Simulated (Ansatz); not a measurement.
## Ir: response to strain

The parent structure is Ir in the fcc (Cu type) structure (space group Fm-3m, No. 225; a = 3.8118 Å; relaxed with 0.1 eV smearing).

Strains are applied to the cell and any free atomic positions relax.

Method: LDA (Ansatz, an electronic-structure program; PAW; 420 eV plane waves; without spin-orbit coupling).

Notes on the quantities. energy relative to the base: free energy F.

```tsv
change	volume per atom	pressure	energy relative to the base
base	13.85 Å³	0.0 GPa	0 meV/atom
isotropic strain −3.00 %	12.64 Å³	46.3 GPa	+160 meV/atom
isotropic strain −2.50 %	12.83 Å³	37.1 GPa	+109 meV/atom
isotropic strain −1.50 %	13.23 Å³	20.5 GPa	+38 meV/atom
isotropic strain −1.00 %	13.44 Å³	13.1 GPa	+16 meV/atom
isotropic strain −0.50 %	13.64 Å³	6.3 GPa	+4.0 meV/atom
isotropic strain +1.00 %	14.27 Å³	-11.2 GPa	+15 meV/atom
isotropic strain +2.00 %	14.69 Å³	-20.7 GPa	+58 meV/atom
isotropic strain +2.50 %	14.91 Å³	-24.8 GPa	___
isotropic strain +3.00 %	15.13 Å³	___	+125 meV/atom
```

Q: Some entries are withheld; estimate them.

A: 
- isotropic strain +2.50 %, energy relative to the base: +89 meV/atom
- isotropic strain +3.00 %, pressure: -28.6 GPa

Stability against distortions was not tested. The final runs are not spin-polarised.
